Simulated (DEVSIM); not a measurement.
System: illuminated In0.53Ga0.47As p-on-n cell, one wavelength, at 300 K.

```tsv
layer (left to right)	material	thickness (μm)	Nd (cm⁻³)	Na (cm⁻³)	τn (s)	τp (s)	absorption coefficient (cm⁻¹)
1	In0.53Ga0.47As	0.770	-	6.6e17	4.1e-9	9e-9	13000
2	In0.53Ga0.47As	1.20	5.4e15	-	2.9e-8	2.9e-8	13000
```

Left contact: ohmic, minority electron recombination velocity 1000 cm/s. Right contact: ohmic, minority hole recombination velocity 200 cm/s. Voltage is applied to the left contact. Recombination: SRH at mid-gap, radiative, Auger. Light enters at the left, 3.9e17 photons cm⁻² s⁻¹, one pass, no reflection. Mobility is constant in doping.

Constants are typed, rounded textbook-type inputs, not results; the design itself was drawn at random and stands for no fabricated device. Values at 300 K.

```
parameter      In0.53Ga0.47As
-------------  --------------
gap (eV)                 0.74
affinity (eV)            4.51
permittivity             13.9
Nc (cm⁻³)              2.1e17
Nv (cm⁻³)              7.7e18
μn (cm²/Vs)             12000
μp (cm²/Vs)               300
B (cm³/s)             9.6e-11
Cn (cm⁶/s)              5e-29
Cp (cm⁶/s)              5e-29
```

DEVSIM, 1D drift-diffusion, Boltzmann statistics, complete ionisation; no tunnelling, impact ionisation, image-force lowering or self-heating.

The minority lifetime in layer 1 was swept, all else fixed.

| minority lifetime in layer 1 (s) | dark forward voltage at 100 A/cm² (V) | dark forward voltage at 1 A/cm² (V) | open-circuit voltage (V) | largest power (mW/cm²) |
|---|---|---|---|---|
| 1.2e-10 | 0.538 | 0.405 | 0.324 | 12.7 |
| 4.1e-10 | 0.564 | 0.421 | 0.336 | 13.5 |
| 1.2e-9 | 0.581 | 0.429 | 0.341 | 13.9 |
| 4.1e-9 | 0.593 | 0.433 | 0.343 | 14.0 |
| 1.2e-8 | 0.599 | 0.435 | 0.344 | 14.0 |
| 4.1e-8 | 0.601 | 0.435 | 0.344 | 14.0 |
| 1.2e-7 | 0.602 | 0.435 | 0.344 | 14.0 |

From the first row to the last the dark forward voltage at 100 A/cm² goes from 0.538 to 0.602. From the first row to the last the dark forward voltage at 1 A/cm² goes from 0.405 to 0.435.
